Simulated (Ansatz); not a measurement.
Response to strain in Ge

The reference is Ge in the diamond structure (space group Fd-3m, No. 227; a = 5.622 Å).

Strains are applied to the cell and any free atomic positions relax.

The values are results of plane-wave PAW DFT at the LDA level (Ansatz, a quantum-chemistry and plane-wave program, 420 eV), no spin-orbit coupling, not measurements.

Task: Only one of these has no band gap. Which?
(A) isotropic strain −2.50 %
(B) isotropic strain −1.00 %
(C) isotropic strain −3.00 %
(D) isotropic strain +2.00 %

Result: D, isotropic strain +2.00 %. Computed: isotropic strain +2.00 %: zero; isotropic strain −3.00 %: 0.32 eV; isotropic strain −1.00 %: 0.20 eV; isotropic strain −2.50 %: 0.34 eV

Stability against distortions was not tested. The zero or small gap of Ge can change with the level of theory.
